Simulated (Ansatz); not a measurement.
Start from ZnAu in the CsCl type structure (space group Pm-3m, No. 221; a = 3.129 Å; relaxed with 0.1 eV smearing).

All numbers come from PBEsol (Ansatz, a first-principles code, PAW, spin-orbit coupling left out).

For the base:

- Pressure = 0.0 GPa

The change: every lattice vector is stretched by 2.00 %; the atoms relax in the strained cell.

Q: What happens to the energy relative to the base and pressure?

A: The energy goes up by 22 meV/atom; the pressure goes from zero to -7.2 GPa.

Stability against distortions was not tested.
